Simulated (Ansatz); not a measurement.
## Response to strain in InSb

The parent structure is InSb in the rock salt structure (space group Fm-3m, No. 225; a = 6.035 Å; a model cell, its experimental status unchecked). Axes: x, y, z lie along the cube axes.

Strains are applied to the cell and any free atomic positions relax; under biaxial strain the out-of-plane vector relaxes too.

Calculations: PBEsol (Ansatz, a quantum-chemistry and plane-wave program), without spin-orbit coupling.

Notes on the quantities. pressure: mean of the normal stresses, compression positive; energy relative to the base: free energy F.

```csv
case,volume per atom,space group,pressure,energy relative to the base
base,27.47 Å³,Fm-3m (No. 225),0.0 GPa,0 meV/atom
"biaxial strain +2.59 %, plane normal [001], relaxed out of plane",28.64 Å³,I4/mmm (No. 139),-2.0 GPa,+14 meV/atom
isotropic strain −1.61 %,26.16 Å³,Fm-3m (No. 225),3.1 GPa,+12 meV/atom
isotropic strain +0.86 %,28.18 Å³,Fm-3m (No. 225),-1.4 GPa,+3.1 meV/atom
isotropic strain +2.51 %,29.59 Å³,Fm-3m (No. 225),-3.5 GPa,+25 meV/atom
uniaxial strain ε_xx = −3.28 %,26.57 Å³,I4/mmm (No. 139),2.2 GPa,+13 meV/atom
uniaxial strain ε_yy = +5.27 %,28.92 Å³,I4/mmm (No. 139),-2.2 GPa,+23 meV/atom
uniaxial strain ε_zz = −5.13 %,26.06 Å³,I4/mmm (No. 139),3.8 GPa,+34 meV/atom
uniaxial strain ε_zz = −2.99 %,26.65 Å³,I4/mmm (No. 139),2.0 GPa,+11 meV/atom
tensor shear ε_yz = +1.55 %,27.46 Å³,Immm (No. 71),0.0 GPa,+0.3 meV/atom
```

Without a gap, meshes like the base's 13×13×13 leave anisotropic stresses uncertain by several tenths of a GPa, and small strain energies with them. No phonon test of stability was made. All final runs are without spin polarisation. This is not the structure that InSb has at room temperature and ambient pressure.
